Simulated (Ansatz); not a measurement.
Base system: MgO in the rock salt structure (space group Fm-3m, No. 225).

```
MgO
1.0
    0.00000     2.07958     2.07958
    2.07958     0.00000     2.07958
    2.07958     2.07958     0.00000
Mg O
1 1
Direct
  0.00000   0.00000   0.00000
  0.50000   0.50000   0.50000
```

Cartesian axes are those of the cell as printed.

The values are results of LDA in Ansatz (plane waves to 420 eV, PAW, spin-orbit coupling left out), not measurements.

Strains are applied to the cell and any free atomic positions relax; under biaxial strain the out-of-plane vector relaxes too.

One change was made to it. Results:

The volume per atom increases by 0.06 Å³ (8.99 Å³ → 9.05 Å³); the valence-band top at Γ (three highest levels, from the VBM) goes from 0.00, 0.00, 0.00 eV to 0.00, -0.04, -0.04 eV; the band gap shrinks by 0.099 eV (5.03 eV → 4.94 eV).

### Question
Which of these changes matches the shifts?
A) biaxial strain +1.67 %, plane normal [111], relaxed out of plane
B) biaxial strain +0.42 %, plane normal [111], relaxed out of plane
C) biaxial strain +2.08 %, plane normal [111], relaxed out of plane

### Answer
B, biaxial strain +0.42 %, plane normal [111], relaxed out of plane. For comparison, the band gap in the other runs: biaxial strain +1.67 %, plane normal [111], relaxed out of plane gives 4.64 eV; biaxial strain +2.08 %, plane normal [111], relaxed out of plane gives 4.55 eV.

Whether these cells are dynamically stable was not tested.

Ansatz is a first-principles code.
